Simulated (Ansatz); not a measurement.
The starting structures come from a database of crystals and need not be the phases stable at ambient conditions.

 Where the default PAW files enter, the runs use the earlier of Ansatz's two default sets.

Input:

```xyz
4
Lattice="3.8417 0.0000 0.0000 0.0000 6.3329 0.0000 1.9209 0.0000 3.3270" Properties=species:S:1:pos:R:3 pbc="T T T"
Ga     3.8417     3.1661     2.2180
Ga     1.9209     6.3326     1.1090
P      3.8417     0.7983     2.2180
P      1.9209     3.9647     1.1090
```

Space group of this cell: P6_3mc, wurtzite. The cell is taken as given.

The current runs along the normal of the first two printed vectors, the (100) plane. All runs by Ansatz (a first-principles code), plane waves and PAW, without spin-orbit coupling; the base is r2SCAN.

| run | mean pressure (GPa) | gap (eV) | mid-gap κ (1/Å) |
|---|---|---|---|
| base | 0.1 | 1.74 | 0.137 |
| all lengths scaled by 0.98 | 6.2 | 1.70 | 0.149 |
| all lengths scaled by 1.02 | -4.5 | 1.57 | 0.113 |
| lda in place of r2scan | -2.8 | [?] | [?] |
| lengths across the current scaled by 0.98, ions clamped | 4.0 | 1.56 | 0.140 |
| lengths across the current scaled by 1.02, ions clamped | -3.1 | [?] | [?] |
| lengths along the current scaled by 0.97, ions clamped | 3.0 | [?] | 0.137 |
| lengths along the current scaled by 1.03, ions clamped | -2.2 | 1.44 | 0.123 |
| pbesol in place of r2scan | -0.6 | 1.27 | 0.109 |

Problem. Complete the blanks.

Solution. 
- lda in place of r2scan, gap (eV): 1.20
- lda in place of r2scan, mid-gap κ (1/Å): 0.100
- lengths across the current scaled by 1.02, ions clamped, gap (eV): 1.63
- lengths across the current scaled by 1.02, ions clamped, mid-gap κ (1/Å): 0.120
- lengths along the current scaled by 0.97, ions clamped, gap (eV): 1.51
